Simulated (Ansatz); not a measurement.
```
CELL_PARAMETERS angstrom
      0.00000     2.57584     2.57584
      2.57584     0.00000     2.57584
      2.57584     2.57584     0.00000
ATOMIC_POSITIONS crystal
  Be 0.00000 0.00000 0.00000
  Se 0.25000 0.25000 0.25000
```

No spin polarisation.

Method: PBE (Ansatz, a first-principles code; PAW; 420 eV plane waves; no spin-orbit coupling). Settings: 11×11×11 k-points, 0.05 eV Fermi–Dirac smearing.

Problem. Predict the electron mass, pressure, band gap and smallest direct gap.

Solution. The electron mass is 0.85 mₑ along k, 0.27 mₑ across (at X), the pressure is 1.17 GPa and the band gap is 2.64 eV. The smallest direct gap is 4.33 eV.

The cells carry an imposed strain or load. Masses are band curvatures over ±0.01 Å⁻¹ around the edge. Along k means along the line from Γ to the band edge. Stability against distortions was not tested. The cell was made from BeSe in the zinc blende structure (space group F-43m, No. 216) by this change: isotropic strain −0.50 %.
